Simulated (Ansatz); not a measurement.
A computed series for BeTe: pressure series

Start from BeTe in the zinc blende structure (space group F-43m, No. 216; a = 5.554 Å).

Cell and atoms are relaxed at each pressure.

Calculations: LDA (Ansatz, an electronic-structure program; PAW; 420 eV plane waves; scalar-relativistic without spin-orbit coupling).

```json
[
 {"P (GPa)": "-2.01", "V (Å³/atom)": "22.154"},
 {"P (GPa)": "-1.01", "V (Å³/atom)": "21.773"},
 {"P (GPa)": "0.89", "V (Å³/atom)": "21.131"},
 {"P (GPa)": "2.09", "V (Å³/atom)": "20.771"},
 {"P (GPa)": "4.50", "V (Å³/atom)": "20.126"},
 {"P (GPa)": "8.99", "V (Å³/atom)": "19.137"},
 {"P (GPa)": "14.98", "V (Å³/atom)": "18.102"},
 {"P (GPa)": "22.50", "V (Å³/atom)": "17.092"},
 {"P (GPa)": "29.99", "V (Å³/atom)": "16.290"}
]
```

Problem. Fit a third-order Birch–Murnaghan equation of state.

Solution. Least squares on P(V) = (3B₀/2)[(V₀/V)^(7/3) − (V₀/V)^(5/3)]·[1 + (3/4)(B₀′ − 4)((V₀/V)^(2/3) − 1)] gives V₀ = 21.42 Å³/atom, B₀ = 64 GPa and B₀′ = 3.9.

Measured bulk modulus of BeTe: 67 GPa (room temperature; as listed in Elmahjoubi et al., arXiv (2023)); the computed value is for a static lattice, so the two differ by thermal effects too.

Between the base and pressure 4.5 GPa the gap moves from 1.79 eV to 1.63 eV, a mean slope of -35 meV/GPa.

With Te present, leaving out spin-orbit coupling can change the band edges. Load acts through the strain it causes; cell and atoms are relaxed under it. Whether these cells are dynamically stable was not tested. No other phases were tried under pressure.
